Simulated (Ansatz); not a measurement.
Given:

```
BP
1.0
    0.00000     2.26010     2.26010
    2.26010     0.00000     2.26010
    2.26010     2.26010     0.00000
P B
1 1
Direct
  0.75000   0.75000   0.75000
  0.00000   0.00000   0.00000
```

No spin polarisation.

The values are results of PBEsol/PAW in Ansatz (a program for electronic structure), no spin-orbit coupling, earlier PAW set, not measurements. k-mesh 13×13×13 (Γ-centred); smearing 0.05 eV (Fermi–Dirac).

### Question
Predict the band gap and electron mass.

### Answer
The band gap is 1.11 eV and the electron mass is 1.3 mₑ along k, 0.22 mₑ across (off the special points).

Masses are band curvatures over ±0.01 Å⁻¹ around the edge. Along k means along the line from Γ to the band edge. Whether these cells are dynamically stable was not tested. The cell was made from GaP by this change: Ga → B.
